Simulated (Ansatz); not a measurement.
Where the default PAW files enter, the runs use the earlier of Ansatz's two default sets.

By PBEsol, the system below comes out a metal.

Without scattering a metal conducts by its projected Fermi surface.

Consider the following.

```
CELL_PARAMETERS angstrom
      4.77447     0.00000     0.00000
     -2.38723     4.13481     0.00000
      2.38723     1.37827     0.97458
ATOMIC_POSITIONS crystal
  Ta 0.00000 0.00000 0.00000
```

Space group of this cell: Im-3m, bcc (W type). The cell is strained (all lengths scaled by 1.02); by PBEsol its mean pressure is -15.0 GPa.

The current flows along the normal of the first two printed cell vectors, the (111) plane of the conventional cell. No spin-orbit coupling; the value is a mean over 0.1 eV about the Fermi level.

Q: State the ballistic conductance per area according to PBEsol run with Ansatz (an electronic-structure program).

A: 1.6 × 10¹⁵ S/m² for both spins.
